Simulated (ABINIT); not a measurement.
A working ABINIT input for TiPt₃ (Pm-3m, 4 atoms in the cell) (DFT, PBE, plane waves, PAW (JTH v2.0 PBE PAW)):

```
# TiPt3, JTH v2.0 PBE PAW
pp_dirpath "./"
pseudos "Ti.GGA_PBE-JTH.xml, Pt.GGA_PBE-JTH.xml"
acell 3*1.0
rprim
         7.3642627077    0.0000000000    0.0000000000
         0.0000000000    7.3642627077    0.0000000000
         0.0000000000    0.0000000000    7.3642627077
natom 4
ntypat 2
znucl 22 78
typat 1 2 2 2
xred
         0.0000000000    0.0000000000    0.0000000000
         0.0000000000    0.5000000000    0.5000000000
         0.5000000000    0.0000000000    0.5000000000
         0.5000000000    0.5000000000    0.0000000000
ecut 816 eV
pawecutdg 1633 eV
pawxcdev 0
ixc 11
occopt 7
tsmear 0.1 eV
nband 28
kptopt 1
ngkpt 6 6 6
nshiftk 1
shiftk 0 0 0
nstep 100
tolvrs 1.0e-11
prtwf 0
prtden 0
enunit 2
```

The run converged in 30 iterations: free energy E − TS -3805.22 eV; Fermi level (on the code's own zero) 10.20 eV; pressure 10.47 GPa. Each of these slips is then made, one at a time:

(1)
```diff
-ecut 816 eV
-pawecutdg 1633 eV
+ecut 204 eV
+pawecutdg 408 eV
```

(2)
```diff
-nstep 100
+nstep 4
```

(3)
```diff
-nband 28
+nband 20
```

Q: Predict the outcome of each change.

A: 
(1) A basis or grid far too coarse for these potentials. The run converged in 17 iterations without an error; against the sound input the free energy goes up by 858 meV/atom and the pressure goes from 10.47 to -16.71 GPa.

(2) An iteration limit that is too low. The run ended unconverged after 4 iterations.

(3) Too few bands. The program stopped before any SCF iteration.
```
Initialization of occ variables with occopt: 7
There are not enough bands to get charge balance right with nelect:  4.2000E+01
Action: modify input file
(check the pseudopotential charges, the variable cellcharge, the variable jellslab,
and the declared number of bands, nband)
```

The starting cell comes from a database of published, mostly measured structures (it also holds non-ambient and calculated ones), without a prior relaxation at this level. Spin polarisation is off. In the base run, with a pressure of about 10 GPa the cell is away from its equilibrium volume at this level.

Left out of this page: 3 runs of the series outside the window shown, repeating another row's setting, or not comparable; 1 run of the series stopped by limits of time or memory.
